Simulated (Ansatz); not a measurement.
Take BP in the zinc blende structure (space group F-43m, No. 216) as the base.

```xyz
2
Lattice="0.0000 2.2601 2.2601 2.2601 0.0000 2.2601 2.2601 2.2601 0.0000" Properties=species:S:1:pos:R:3 pbc="T T T"
B      0.0000     0.0000     0.0000
P      1.1300     1.1300     1.1300
```

Cartesian axes are those of the cell as printed.

All numbers come from plane-wave PAW DFT at the PBEsol level (Ansatz, a first-principles code, 420 eV), no spin-orbit coupling.

Strains are applied to the cell and any free atomic positions relax.

One change was made to it. Results:

| quantity | base | after |
|---|---|---|
| smallest direct gap | 3.38 eV | 3.16 eV |
| band gap | 1.11 eV | 1.00 eV |
| valence-band top at Γ (three highest levels, from the VBM) | 0.00, 0.00, 0.00 eV | 0.00, -0.08, -0.16 eV |
| energy relative to the base (free energy F) | 0 meV/atom | +2.0 meV/atom |

Which of these changes matches the shifts?
(A) tensor shear ε_xy = +0.57 %
(B) tensor shear ε_xy = +0.29 %
(C) tensor shear ε_xy = +0.86 %

C, tensor shear ε_xy = +0.86 %. For comparison, the band gap in the other runs: tensor shear ε_xy = +0.29 % gives 1.10 eV; tensor shear ε_xy = +0.57 % gives 1.06 eV.

Stability against distortions was not tested.
